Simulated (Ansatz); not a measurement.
## Ge, response to strain

Take Ge in the diamond structure (space group Fd-3m, No. 227; a = 5.676 Å) as the base.

Strains are applied to the cell and any free atomic positions relax.

Computed with PBEsol (Ansatz, a program for electronic structure), without spin-orbit coupling.

```
isotropic strain (%)  pressure (GPa)
--------------------  --------------
-2.5                             6.1
-2                               4.7
-1                               2.2
-0.5                             1.0
0                                0.0
1                               -1.9
1.5                                ?
2                               -3.5
2.5                             -4.2
```

Fit P = P₀ − Bδ + Cδ² with δ = (1 + ε)³ − 1 to the rows shown and predict the withheld row.

Least squares on the printed values gives P₀ = 0.0 GPa, B = 69.1 GPa, C = 196 GPa (largest residual 0.1 GPa); this predicts -2.8 GPa, and the run gives -2.7 GPa, in agreement.

Stability against distortions was not tested.
